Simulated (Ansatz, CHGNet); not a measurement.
Lattice parameter a of L1₂ (Cu3Au-type) Ni3Si: levels of theory against measurement

Reference value: 3.510 Å (measured, temperature not stated, not corrected to a static lattice; as tabulated in Metallic Nickel Silicides: Experiments and Theory for NiSi and First Principles …).

What do CHGNet-r²SCAN, LDA, PBE, PBE-D3(BJ), PBE-D4, r²SCAN, B3LYP (VWN-RPA form), HSE06, r²SCAN0 give, and how far is each from the reference?


```csv
level (code),value (Å),difference (%)
CHGNet-r²SCAN,3.465,-1.28
LDA (Ansatz),3.428,-2.34
PBE (Ansatz),3.506,-0.11
PBE-D3(BJ) (Ansatz),3.466,-1.25
PBE-D4 (Ansatz),3.470,-1.14
r²SCAN (Ansatz),3.465,-1.28
B3LYP (VWN-RPA form) (Ansatz),3.512,+0.06
HSE06 (Ansatz),3.461,-1.40
r²SCAN0 (Ansatz),3.433,-2.19
```

The reference's temperature isn't stated, so close values are not ranked against it. Off by more than 1.25 %, or 1.75 % on the side where a correction would as a rule narrow the miss (bounds picked here): LDA (-2.34 %), r²SCAN0 (-2.19 %).

The reference isn't brought to a static lattice, while the calculations are for one, so the differences are not the levels' errors alone. A static lattice is as a rule a little smaller than the measured one. The crystal itself was run without spin with LDA, PBE, PBE-D3(BJ), PBE-D4, r²SCAN, B3LYP (VWN-RPA form), HSE06, r²SCAN0; a magnetic state was not tried in these runs. B3LYP (VWN-RPA form), r²SCAN0: the run has no spin polarisation, so it can have missed a magnetic state. HSE06: exact exchange on metals is sensitive to the k mesh and can open a false gap. HSE06: the run warned that the count of filled bands differs between k points. Cutoffs and k meshes differ between the levels. Ansatz's density-functional and Hartree–Fock values are scalar-relativistic unless marked +SOC, with PAW data made under PBE.

Machine-learned potentials (CHGNet-r²SCAN) are trained on DFT data: a solid inside that data is no test of them.

Differences are worked out from the printed values.

Ansatz is a quantum-chemistry and plane-wave program.
